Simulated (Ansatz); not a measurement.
Ansatz (a quantum-chemistry and plane-wave program) run on La2MgCu2 (P4/mbm, 10 atoms in the cell): self-consistent single point

Computed with PBEsol, default PAW files made with PBE (plane waves; Ansatz).

This input was run:

Ansatz 0.2 input:
```yaml
crystal:
  lattice:
    - [7.92847000, 0.00000000, 0.00000000]
    - [0.00000000, 7.92847000, 0.00000000]
    - [0.00000000, 0.00000000, 3.90802000]
  atoms:
    - { symbol: La, position: [0.82786000, 0.32786000, 0.50000000] }
    - { symbol: La, position: [0.17214000, 0.67214000, 0.50000000] }
    - { symbol: La, position: [0.67214000, 0.82786000, 0.50000000] }
    - { symbol: La, position: [0.32786000, 0.17214000, 0.50000000] }
    - { symbol: Mg, position: [0.50000000, 0.50000000, 0.00000000] }
    - { symbol: Mg, position: [0.00000000, 0.00000000, 0.00000000] }
    - { symbol: Cu, position: [0.62042000, 0.12042000, 0.00000000] }
    - { symbol: Cu, position: [0.37958000, 0.87958000, 0.00000000] }
    - { symbol: Cu, position: [0.87958000, 0.62042000, 0.00000000] }
    - { symbol: Cu, position: [0.12042000, 0.37958000, 0.00000000] }
basis:
  ecutwfc: 420.0 eV
kpoints:
  mp_grid:
    grid: [4, 4, 7]
hamiltonian:
  xc: pbesol
  pseudopotentials:
    kind: paw
scf:
  occupations:
    method: fermi_dirac
    width: 0.1 eV
output:
  forces: true
  eigenvalues: true
  stress: true
```

Output (repeated stretches shortened):

```
WARN ansatz: RAYON_NUM_THREADS=1 ignored (pool sized by the plan → 1); use --threads N
Pseudopotentials: kind: paw
Pseudopotential: La, paw, valence charge 11
Pseudopotential: Mg, paw, valence charge 10
Pseudopotential: Cu, paw, valence charge 19
Crystal: 10 atoms, lattice volume = 245.661 Å³
Basis set: ecut = 420 eV, 4837 PW (Γ), exchange–correlation on 108×108×54 points (8 copies of the dense FFT grid, shifted against one another)
Bands: 84, of which v1, the nominal top of the filled ones, is band 70 counted from 1 (69 counted from 0)
Symmetry: 16 space group operations
Space group: P4/mbm (ITA 127), of the structure as read, at distance tolerance 6.3e-5 Å
k-points: 24 of 112
PAW frozen core: La, regenerated for the run's functional, and the local potential with it
PAW frozen core: Mg, regenerated for the run's functional, and the local potential with it
PAW frozen core: Cu, regenerated for the run's functional, and the local potential with it
Initial density: superposition of atomic densities (neutral atoms: chi_scale 0, normalization atom), corrected by the library's trained network
Initial wavefunctions: pseudopotential atomic-orbital guess
Eigensolver: davidson
Functional: x = pbesol(κ = 0.804, μ = 0.12345679012345678), c = pbesol(β = 0.046)
SCF iter   1: F=—  HF=-54825.927277 eV  |F-HF|=—  |Δ(HF+E_count)|=         —  Δρ=1.22e-2  dr2=2.35e-1  ethr=1.77e-3  ⟨swp⟩=8.0  Hψ=9578  notcnv=0
all-band conjugate gradients solve this SCF's bands
preconditioner: auto → Kerker (q_TF=auto, 2.484 Å⁻¹)
SCF iter   2: F=—  HF=-54825.898064 eV  |F-HF|=—  |Δ(HF+E_count)|=   2.92e-2  Δρ=2.12e-3  dr2=6.76e-3  ethr=1.68e-4  ⟨swp⟩=3.0  Hψ=4363  notcnv=0
SCF iter   3: F=—  HF=-54825.894171 eV  |F-HF|=—  |Δ(HF+E_count)|=   3.89e-3  Δρ=1.35e-3  dr2=4.07e-3  ethr=4.83e-6  ⟨swp⟩=2.0  Hψ=3651  notcnv=0
SCF iter   4: F=—  HF=-54825.893382 eV  |F-HF|=—  |Δ(HF+E_count)|=   7.89e-4  Δρ=3.15e-4  dr2=4.41e-4  ethr=2.91e-6  ⟨swp⟩=2.1  Hψ=2404  notcnv=0
SCF iter   5: F=—  HF=-54825.893312 eV  |F-HF|=—  |Δ(HF+E_count)|=   6.96e-5  Δρ=9.98e-5  dr2=4.36e-5  ethr=3.15e-7  ⟨swp⟩=2.0  Hψ=3669  notcnv=0
SCF iter   6: F=—  HF=-54825.893392 eV  |F-HF|=—  |Δ(HF+E_count)|=   8.01e-5  Δρ=3.06e-5  dr2=2.85e-6  ethr=3.11e-8  ⟨swp⟩=2.0  Hψ=3690  notcnv=0
SCF iter   7: F=—  HF=-54825.893392 eV  |F-HF|=—  |Δ(HF+E_count)|=   4.61e-7  Δρ=9.17e-6  dr2=3.17e-7  ethr=2.04e-9  ⟨swp⟩=2.0  Hψ=3690  notcnv=0
SCF iter   8: F=-54825.893392 eV  HF=-54825.893392 eV  |F-HF|=2.56e-8  |Δ(HF+E_count)|=   1.17e-7  Δρ=2.66e-6  dr2=2.46e-8  ethr=7.14e-11  ⟨swp⟩=12.4  Hψ=10235  notcnv=0
SCF 1 converged in 8 iterations: F = -54825.893392 eV  dr2 = 2.46e-8
SCF converged after 8 iterations
Free energy (F): -54825.893392 eV
Harris-Foulkes:  -54825.893392 eV  (|F-HF|=2.56e-8)
Internal energy: -54825.586654 eV  (E = F + TS)
E sigma→0 (E₀):  -54825.740023 eV
Entropy (-TS):   -0.306738 eV (-30.674 meV/atom)
Fermi energy:    10.756757 eV
--- Per-component energies (eV) ---
  E_band       = -2706.863040
  E_kinetic    = 2118.203730
  E_local      = -27453.790386  (includes V_loc(G=0)·N_el)
  E_nonlocal   = 2137.073055
  E_hartree    = 11855.734136
  E_xc         = -962.176544
  E_vxc        = -1118.620087  (∫ρ·V_xc dr)
  E_paw        = -28376.840100  (= ΣΔE_a)
  E_vpaw       = -2101.218033  (= ΣTr[D̂ρ^β])
  E_aug_tail   = 0.001096  (compensation charges beyond the density's cutoff)
  E_ewald      = -14145.412214
  E_core_change = 1.620571  (= ΣΔE_core)
  E_smearing   = -0.306738  (= −TS)
  E_closure    = -0.000000  (closes the sum)
  Σ components = -54825.893392   (vs F -54825.893392, Δ=0.00e0)
--- Forces (eV/Å), atoms counted from 1 ---
  atom   1  La     0.03181952     0.03181952     0.00000000
  atom   2  La    -0.03181952    -0.03181952     0.00000000
  atom   3  La    -0.03181952     0.03181952     0.00000000
  atom   4  La     0.03181952    -0.03181952     0.00000000
  atom   5  Mg     0.00000000     0.00000000     0.00000000
  atom   6  Mg     0.00000000    -0.00000000     0.00000000
  atom   7  Cu    -0.05511473    -0.05511473     0.00000000
  atom   8  Cu     0.05511473     0.05511473     0.00000000
  atom   9  Cu     0.05511473    -0.05511473     0.00000000
  atom  10  Cu    -0.05511473     0.05511473     0.00000000
  max |Σ_I F_I| component: 6.94e-18 eV/Å
--- Stress (GPa, compression-positive) ---
       -2.161054       0.000000       0.000000
        0.000000      -2.161054       0.000000
        0.000000       0.000000      -1.952258
  P = ⅓ Tr σ = -2.0915 GPa (-20.915 kbar)
  The stress holds the Pulay correction. Without it, at fixed plane waves, as pw.x and ABINIT print it: P = -2.1070 GPa
--- Band table (eV; the first three rows and the last of 24) ---
  k-point 0: bands = ["-101.8720", "-101.8720", "-101.8710", "-101.8710", "-64.4725", "-64.4725", "-59.4291", "-59.4291", "-59.4279", "-59.4279", "-59.3853", "-59.3853", "-59.3708", "-59.3708", "-59.3576", "-59.3576", "-59.3564", "-59.3564", [...]
  k-point 1: bands = ["-101.8720", "-101.8720", "-101.8710", "-101.8710", "-64.4725", "-64.4725", "-59.4291", "-59.4291", "-59.4279", "-59.4279", "-59.3853", "-59.3853", "-59.3708", "-59.3708", "-59.3576", "-59.3576", "-59.3564", "-59.3564", [...]
  k-point 2: bands = ["-101.8720", "-101.8720", "-101.8710", "-101.8710", "-64.4725", "-64.4725", "-59.4292", "-59.4292", "-59.4279", "-59.4279", "-59.3853", "-59.3853", "-59.3708", "-59.3708", "-59.3576", "-59.3576", "-59.3564", "-59.3564", [...]
  k-point 23: bands = ["-101.8720", "-101.8720", "-101.8710", "-101.8710", "-64.4725", "-64.4725", "-59.4292", "-59.4292", "-59.4280", "-59.4280", "-59.3853", "-59.3853", "-59.3708", "-59.3708", "-59.3576", "-59.3576", "-59.3564", "-59.3564", [...]
```

The run converged in 8 iterations.

The starting cell comes from a database of computed structures (which also holds hypothetical and non-ambient phases and stackings), without a prior relaxation at this level. Spin polarisation is off. Ansatz's pressure includes its estimate of the finite-basis (Pulay) stress.

Cost on one core of a shared machine: roughly 40 s.
